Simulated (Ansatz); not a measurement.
A computed series for MoS2: carrier doping

Take MoS$_{2}$ (space group R3m, No. 160; a = 3.153 Å, c = 17.991 Å (hexagonal axes); layered, stacked along the Cartesian z axis) as the base.

Carriers are added at fixed cell with a uniform background; the Fermi–Dirac width is that of 300 K.

Computed with Ansatz (a quantum-chemistry and plane-wave program), PBE-D3(BJ), PAW, cutoff 420 eV, without spin-orbit coupling.

Notes on the quantities. Fermi level from band edge: Fermi level relative to the doped band's edge (positive inside the band; to 0.05 eV).

```tsv
hole density (10^21 cm⁻³)	Fermi level from band edge (eV)
2	0.70
3	?
5	0.95
7	1.00
```

### Question
Fit E_F = C n^s, fitted as a line in log–log form (a parabolic band gives s = 2/3) to the rows shown and predict the withheld row.

### Answer
Least squares on the printed values gives C = 0.57 eV, s = 0.29 (largest residual 0.03 eV); this predicts 0.79 eV, and the run gives 0.80 eV, in agreement.

Charged cell with a jellium background: band edges are those of the host's band count, energies are not comparable with the neutral cell, and many-body gap narrowing is missing. Whether these cells are dynamically stable was not tested.
